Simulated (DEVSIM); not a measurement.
Structure: illuminated Si n-on-p cell, one wavelength, at 300 K.

| layer (left to right) | material | thickness (μm) | Nd (cm⁻³) | Na (cm⁻³) | τn (s) | τp (s) | absorption coefficient (cm⁻¹) |
|---|---|---|---|---|---|---|---|
| 1 | Si | 0.490 | 1.2e19 | - | 1.1e-8 | 1.1e-7 | 260 |
| 2 | Si | 25.0 | - | 5.7e15 | 2.7e-7 | 2.7e-7 | 260 |

Left contact: ohmic, minority hole recombination velocity 200 cm/s. Right contact: ohmic, minority electron recombination velocity 20 cm/s. Voltage is applied to the left contact. Recombination: SRH at mid-gap, radiative, Auger. Light enters at the left, 2.4e17 photons cm⁻² s⁻¹, one pass, no reflection. Mobility is μmin + (μ − μmin)/(1 + (N/Nref)^α).

The device is made up for the run: typed textbook-type constants, with dimensions and the other settings drawn at random. Values at 300 K.

```
parameter           Si
-------------  -------
gap (eV)         1.124
affinity (eV)     4.05
permittivity      11.7
Nc (cm⁻³)      2.86e19
Nv (cm⁻³)       3.1e19
μn (cm²/Vs)       1417
μp (cm²/Vs)        470
μn,min              52
μp,min              45
Nref,n          9.7e16
Nref,p          2.2e17
αn                0.68
αp                0.72
B (cm³/s)      4.7e-15
Cn (cm⁶/s)     2.8e-31
Cp (cm⁶/s)     9.9e-32
```

Simulated with DEVSIM: 1D drift-diffusion, Boltzmann statistics, complete ionisation; no tunnelling, impact ionisation, image-force lowering or self-heating.

The photon flux was swept, all else fixed.

```
photon flux (cm^-2 s^-1)  fill factor  largest power (mW/cm²)  short-circuit current (mA/cm²)  share of generated pairs collected at short circuit
------------------------  -----------  ----------------------  ------------------------------  ---------------------------------------------------
7.2e15                           0.76                   0.153                           0.469                                                0.840
2.4e16                           0.78                   0.560                            1.56                                                0.840
7.2e16                           0.79                    1.82                            4.69                                                0.840
2.4e17                           0.80                    6.55                            15.7                                                0.840
7.2e17                           0.81                    21.0                            47.0                                                0.840
2.4e18                           0.82                    74.8                             157                                                0.842
7.2e18                           0.82                     239                             472                                                0.845
```

From the first row to the last the fill factor goes from 0.76 to 0.82. From the first row to the last the largest power goes from 0.153 to 239.
